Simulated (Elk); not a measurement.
**How a calculation on LaHg₂ (P-3m1, 3 atoms in the cell) responds to its settings**

```
CELL_PARAMETERS angstrom
      5.15685     0.00000     0.00000
     -2.57843     4.46596     0.00000
      0.00000     0.00000     3.51006
ATOMIC_POSITIONS crystal
  La 0.00000 0.00000 0.00000
  Hg 0.66667 0.33333 0.52059
  Hg 0.33333 0.66667 0.47941
```

Base run A: PBEsol, all-electron FP-LAPW, Elk's shipped species files, default APW+lo basis (Elk), self-consistent single point.

Its settings: xctype = 22; rgkmax = 7; stype = 3; swidth = 0.00499791 Ha; ngridk = 4 4 5; rmtscf = 0.95.

The starting cell comes from a database of computed structures (which also holds hypothetical and non-ambient phases and stackings), without a prior relaxation at this level. Values depend on the basis (sphere radii, cutoffs, local orbitals), which need not be converged. Without a gap this mesh is coarse (it stands for a supercell whose shortest vector is 18 Å).

ΔF is the free energy per atom less that of run A. 

| run | swidth, ngridk | ΔF (meV/atom) | TS (meV/atom) | k-points | basis size |
|---|---|---|---|---|---|
| A | 0.00499791 Ha, 4 4 5 | 0.00 | 37.0 | 14 | 223 |
| B | 0.00110248 Ha, 3 3 4 | -6.0 | 1.6 | 10 | 221 |
| C | 0.00367493 Ha, 3 3 4 | -12.5 | 13.3 | 10 | 221 |
| D | 0.0110248 Ha, 3 3 4 | -87.1 | 183.3 | 10 | 221 |
| E | 0.00110248 Ha, 4 4 4 | -7.8 | 1.8 | 13 | 223 |
| F | 0.00367493 Ha, 4 4 4 | -16.0 | 15.9 | 13 | 223 |
| G | 0.0110248 Ha, 4 4 4 | -90.9 | 179.0 | 13 | 223 |
| H | 0.00110248 Ha, 4 4 5 | 20.6 | 3.2 | 14 | 223 |
| I | 0.00367493 Ha, 4 4 5 | 8.7 | 21.3 | 14 | 223 |
| J | 0.0110248 Ha, 4 4 5 | -74.6 | 189.7 | 14 | 223 |
| K | 0.00110248 Ha, 5 5 6 | 23.8 | 1.3 | 24 | 220 |
| L | 0.00367493 Ha, 5 5 6 | 15.3 | 19.3 | 24 | 220 |
| M | 0.0110248 Ha, 5 5 6 | -73.0 | 196.9 | 24 | 220 |

Run E against A: The free energy goes down by 7.8 meV/atom.

Run J against A: The free energy falls by 74.6 meV/atom.
